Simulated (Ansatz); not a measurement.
Base system: MgB$_{2}$ (space group P6/mmm, No. 191; a = 3.075 Å, c = 3.525 Å; relaxed with 0.1 eV smearing).

Computed with Kohn–Sham DFT with the PBE functional, run in Ansatz (a quantum-chemistry and plane-wave program) with PAW and 420 eV plane waves, no spin-orbit coupling.

Before the change:

* **Band gap**: zero
* **Pressure**: 0.0 GPa

It is then changed as follows: an isotropic linear strain of +3.00 %; the atoms relax in the strained cell.

Question: Estimate the effect on the band gap.

Answer: The band gap remains zero.

Question: What does the calculation give for the pressure after the change?

Answer: The pressure (mean of the normal stresses, compression positive) goes from zero to -11.5 GPa.

Question: How does this affect the energy relative to the base?

Answer: The energy goes up by 34 meV/atom.

No phonon test of stability was made. The final runs are not spin-polarised.
